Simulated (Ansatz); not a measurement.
Consider the energy of the reaction as written. Reaction: 4 C (graphite) + 5 Cu (fcc) → cell A. The sign is products less reactants.

Cell A: a stack of composition Cu5C4 built on Cu (fcc, Fm-3m) (111), with 5 atoms on that crystal's sites, 9 atoms, hexagonal cell of 2.52 Å (5.5 Å²), symmetry P3m1 within 0.02 Å, 14.7 Å thick under 16 Å of vacuum, in-plane vectors held at the crystal's, which may strain the added film; planes from bottom to top: Cu × 5 | C2 × 2, its two faces unlike (dipole correction applied), in three parts with no bond between them, 3.4 Å apart at the widest; spin state with PBE: run without spin, k-point mesh 21×21×1.
```yaml
crystal:
  lattice:
    - [2.51975, 0.00000, 0.00000]
    - [1.25988, 2.18217, 0.00000]
    - [0.00000, 0.00000, 30.58753]
  atoms:
    - { symbol: Cu, position: [0.33333, 0.33333, 0.25985] }
    - { symbol: Cu, position: [0.00000, 0.00000, 0.32741] }
    - { symbol: Cu, position: [0.66667, 0.66667, 0.39471] }
    - { symbol: Cu, position: [0.33333, 0.33333, 0.46196] }
    - { symbol: Cu, position: [0.00000, 0.00000, 0.52913] }
    - { symbol: C, position: [0.00000, 0.00000, 0.63080] }
    - { symbol: C, position: [0.33333, 0.33333, 0.63081] }
    - { symbol: C, position: [0.66667, 0.66667, 0.74179] }
    - { symbol: C, position: [0.00000, 0.00000, 0.74178] }
```

Reference: C (graphite, P6₃/mmc), 4 atoms in the cell, k-point mesh 18×18×6 on the run's own vectors. Conventional cell: a = b = 2.465 Å, c = 6.742 Å, α = β = 90.00°, γ = 120.00°.

Reference: Cu (fcc, Fm-3m), 1 atom in the cell, the relaxed perfect crystal repeated, atoms not moved again; spin state with PBE: run without spin, k-point mesh 21×21×22 on the run's own vectors.

Plane-wave PAW calculations with Ansatz (an electronic-structure program), its default PAW set, cutoff 420 eV, 500 eV for r2SCAN. The structures are at rest with PBE+D3(BJ), within the held lattices; other levels are single points on them. Neutral cells; Fermi-Dirac smearing of at most 0.10 eV in the solids, energies taken to zero width. The lattices are those relaxed with PBE+D3(BJ) or held as stated, so at other levels the solids can be strained, which adds to the spread. A dispersion term (D3(BJ), or D4 for r2SCAN) was computed beside these levels and is taken off wherever the name lacks it. Static lattices, no vibrational contributions. No structure search was made; lower ones may exist. No correction for cell size. Cell A has symmetry P3m1 within 0.02 Å and got no random move, so less symmetric positions, which may lie lower, weren't tried.

**Question.** What is the computed value (r2SCAN+D4)?

**Answer.** 1.45 eV, for 4 C (graphite) + 5 Cu (fcc) → cell A.

**Question.** How does the value move with the functional?

**Answer.** 
| Functional | value (eV) | less r2SCAN+D4 |
|---|---|---|
| PBE | 1.01 | -0.44 |
| PBE+D3(BJ) | 1.59 | 0.14 |
| r2SCAN | 1.25 | -0.20 |

The levels shown span 0.58 eV, from PBE (1.01) to PBE+D3(BJ) (1.59).
